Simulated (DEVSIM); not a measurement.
Device: abrupt Si p-n junction, at 350 K.

| layer (left to right) | material | thickness (μm) | Nd (cm⁻³) | Na (cm⁻³) | τn (s) | τp (s) |
|---|---|---|---|---|---|---|
| 1 | Si | 0.390 | - | 3.2e15 | 8.8e-7 | 8.8e-7 |
| 2 | Si | 14.0 | 3.9e14 | - | 8.8e-7 | 8.8e-7 |

Left contact: ohmic. Right contact: ohmic. Voltage is applied to the left contact. Recombination: SRH at mid-gap. Mobility is μmin + (μ − μmin)/(1 + (N/Nref)^α).

This is a model device: material constants are rounded textbook-type values typed into the input, and sizes, dopings and lifetimes were drawn at random. Values at 300 K; Nc and Nv go as T^1.5, mobilities as T to minus their exponent, the gap by Varshni's rule with the affinity fixed.

```
parameter               Si
----------------  --------
gap (eV)             1.124
affinity (eV)         4.05
permittivity          11.7
Nc (cm⁻³)          2.86e19
Nv (cm⁻³)           3.1e19
μn (cm²/Vs)           1417
μp (cm²/Vs)            470
μn,min                  52
μp,min                  45
Nref,n              9.7e16
Nref,p              2.2e17
αn                    0.68
αp                    0.72
T exponent of μn       2.3
T exponent of μp       2.2
Varshni α (eV/K)  0.000473
Varshni β (K)          636
```

Model (solved in DEVSIM): 1D drift-diffusion, Boltzmann statistics, complete ionisation; no tunnelling, impact ionisation, image-force lowering or self-heating.

The thickness of layer 1 was swept, all else fixed.

```json
[
 {"thickness of layer 1 (μm)": "0.078", "dark forward voltage at 100 A/cm² (V)": "1.273", "dark forward voltage at 1 A/cm² (V)": "0.342"},
 {"thickness of layer 1 (μm)": "0.14", "dark forward voltage at 100 A/cm² (V)": "1.207", "dark forward voltage at 1 A/cm² (V)": "0.351"},
 {"thickness of layer 1 (μm)": "0.23", "dark forward voltage at 100 A/cm² (V)": "1.135", "dark forward voltage at 1 A/cm² (V)": "0.366"},
 {"thickness of layer 1 (μm)": "0.39", "dark forward voltage at 100 A/cm² (V)": "1.064", "dark forward voltage at 1 A/cm² (V)": "0.382"},
 {"thickness of layer 1 (μm)": "0.66", "dark forward voltage at 100 A/cm² (V)": "1.006", "dark forward voltage at 1 A/cm² (V)": "0.396"},
 {"thickness of layer 1 (μm)": "1.2", "dark forward voltage at 100 A/cm² (V)": "0.957", "dark forward voltage at 1 A/cm² (V)": "0.410"},
 {"thickness of layer 1 (μm)": "2", "dark forward voltage at 100 A/cm² (V)": "0.928", "dark forward voltage at 1 A/cm² (V)": "0.421"}
]
```

From the first row to the last the dark forward voltage at 100 A/cm² goes from 1.273 to 0.928. From the first row to the last the dark forward voltage at 1 A/cm² goes from 0.342 to 0.421.
